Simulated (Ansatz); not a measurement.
For fluorite CoSi₂, LDA (Ansatz, a quantum-chemistry and plane-wave program, plane waves, PAW) gives:

- equilibrium lattice constant a: 5.274 Å
- bulk modulus: 203 GPa
- cohesive energy: 6.37 eV/atom
- elastic constant C11: 277 GPa
- elastic constant C44: 101 GPa
- Voigt–Reuss–Hill shear modulus: 78.8 GPa
- formation enthalpy: -0.621 eV/atom

Task: What does r²SCAN (plane waves, PAW; Ansatz) give for the same quantities?

Result: 
- lattice constant a: 5.315 Å (increases by 0.8 %)
- bulk modulus: 197 GPa (shrinks by 3.0 %)
- cohesive energy: 5.09 eV/atom (falls by 1.28 eV/atom)
- elastic constant C11: 268 GPa (falls by 3.2 %)
- elastic constant C44: 104 GPa (goes up by 3.0 %)
- Voigt–Reuss–Hill shear modulus: 79.6 GPa (increases by 1.0 %)
- formation enthalpy: -0.411 eV/atom (moves by +0.210 eV/atom)

For comparison: lattice constant a 5.365 Å (measured, room temperature, not corrected to a static lattice; as tabulated in Hegde and Bowen (2014), arXiv:1405.1317); formation enthalpy -0.362 ± 0.01 eV/atom (measured, 298 K, copied from a table, unchecked, not corrected to a static lattice; as tabulated in Wang et al. (2021), doi:10.1038/s41598-021-94550-5).

Changes are worked out from the printed values.

Unless a cell is named, each level is at its own relaxed cell (LDA 12.22, r²SCAN 12.51 Å³/atom).

The crystal itself was run without spin with LDA, r²SCAN; a magnetic state was not tried in these runs.

Ansatz's density-functional and Hartree–Fock values are scalar-relativistic unless marked +SOC, with PAW data made under PBE.
